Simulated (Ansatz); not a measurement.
Take LiNbO3 (space group R3c, No. 161) as the base.

```
CELL_PARAMETERS angstrom
      2.56733     1.48225     4.60804
     -2.56733     1.48225     4.60804
      0.00000    -2.96450     4.60804
ATOMIC_POSITIONS crystal
  Li 0.28078 0.28078 0.28078
  Li 0.78078 0.78078 0.78078
  Nb 0.99839 0.99839 0.99839
  Nb 0.49839 0.49839 0.49839
  O  0.10932 0.35998 0.71863
  O  0.71863 0.10932 0.35998
  O  0.35998 0.71863 0.10932
  O  0.21863 0.85998 0.60932
  O  0.85998 0.60932 0.21863
  O  0.60932 0.21863 0.85998
```

Cartesian axes are those of the cell as printed.

All numbers come from plane-wave PAW DFT at the PBEsol level (Ansatz, an electronic-structure program, 420 eV), no spin-orbit coupling.

Now apply this change: the cell is stretched by 3.00 % along z with no lateral relaxation, atoms relaxed at fixed cell.

Question: Estimate the effect on the stress, largest internal atomic displacement and energy relative to the base.

Answer: The stress (xx, yy, zz, yz, xz, xy; compression positive) amounts to (-1.81, -1.81, -6.58, 0.00, 0.00, 0.00) GPa; the largest internal atomic displacement amounts to 0.021 Å; the energy increases by 6.6 meV/atom.

The cells carry an imposed strain or load. Stability against distortions was not tested.
